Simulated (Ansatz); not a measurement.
# A computed series for Ti: response to strain

Start from Ti in the hcp (Mg type) structure (space group P6_3/mmc, No. 194; a = 2.864 Å, c = 4.537 Å; relaxed with 0.1 eV smearing).

Strains are applied to the cell and any free atomic positions relax.

The values are results of Ansatz (a quantum-chemistry and plane-wave program), LDA, PAW, cutoff 420 eV, scalar-relativistic without spin-orbit coupling, not measurements.

Notes on the quantities. energy relative to the base: free energy F; pressure: mean of the normal stresses, compression positive.

```csv
variant,energy relative to the base,pressure,shortest interatomic distance
base,0 meV/atom,0.0 GPa,2.807 Å
isotropic strain −2.50 %,+38 meV/atom,10.9 GPa,2.737 Å
isotropic strain −2.00 %,+24 meV/atom,8.5 GPa,2.751 Å
isotropic strain −1.00 %,+5.9 meV/atom,4.0 GPa,2.779 Å
isotropic strain −0.50 %,+1.4 meV/atom,1.9 GPa,2.793 Å
isotropic strain +0.50 %,+1.4 meV/atom,-1.8 GPa,2.821 Å
isotropic strain +1.00 %,+5.6 meV/atom,-3.6 GPa,2.835 Å
isotropic strain +1.50 %,+12 meV/atom,-5.2 GPa,2.850 Å
isotropic strain +2.00 %,+22 meV/atom,-6.7 GPa,2.864 Å
isotropic strain +3.00 %,+48 meV/atom,-9.6 GPa,2.892 Å
```

Whether these cells are dynamically stable was not tested. All final runs are without spin polarisation.
